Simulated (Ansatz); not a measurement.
## KTaO3: isotropic strain +1.29 %

Base system: KTaO3 in the cubic perovskite structure (space group Pm-3m, No. 221; a = 3.990 Å).

One thing is altered: every lattice vector is stretched by 1.29 %; the atoms relax in the strained cell.

Method: r2SCAN (Ansatz, a quantum-chemistry and plane-wave program, PAW, no spin-orbit coupling). Settings: 8×8×8 k-points, 0.05 eV Fermi–Dirac smearing.

The volume per atom increases by 0.498 Å³ to 13.20 Å³ and the space group is still Pm-3m (No. 221). The shortest interatomic distance rises by 0.026 Å to 2.021 Å and the energy rises by 12 meV/atom. The pressure falls by 7.39 GPa (0.01 GPa → -7.38 GPa) and the band gap drops by 0.103 eV to 2.52 eV. The gap character is still indirect, R → Γ and the smallest direct gap drops by 0.09 eV, from 3.27 eV to 3.18 eV. The mean gap deformation potential ΔEg/Δln V comes out as -2.7 eV and the width of the top valence band remains 1.09 eV.

With Ta present, leaving out spin-orbit coupling can change the band edges. Whether these cells are dynamically stable was not tested.
